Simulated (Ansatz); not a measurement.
System: KCSN (Pbcm, No. 57). Method: r²SCAN+rVV10 (plane waves, PAW; Ansatz, a quantum-chemistry and plane-wave program).

Run with plane-wave cutoff 560 eV, 6×6×6 k mesh, Fermi–Dirac smearing 0.01 eV, scalar-relativistic PAW data made under PBE.

Response to compression and expansion:

Shape and atoms are relaxed at each volume.

| V (Å³/atom) | P (GPa) | direct gap at Γ (eV) |
|---|---|---|
| 19.373 | 0.94 | 4.394 |
| 19.777 | 0.44 | 4.424 |
| 20.180 | 0.00 | 4.454 |
| 20.584 | -0.39 | 4.484 |
| 20.988 | -0.73 | 4.514 |

A straight line through the gaps at Γ against ln V gives a volume deformation potential dE_g(Γ)/d ln V of 1.5 eV: the gap at Γ narrows under compression.

Note: the volume lies 6 % below that of the published cell; the bulk modulus comes from volumes at which shape and atoms were relaxed.
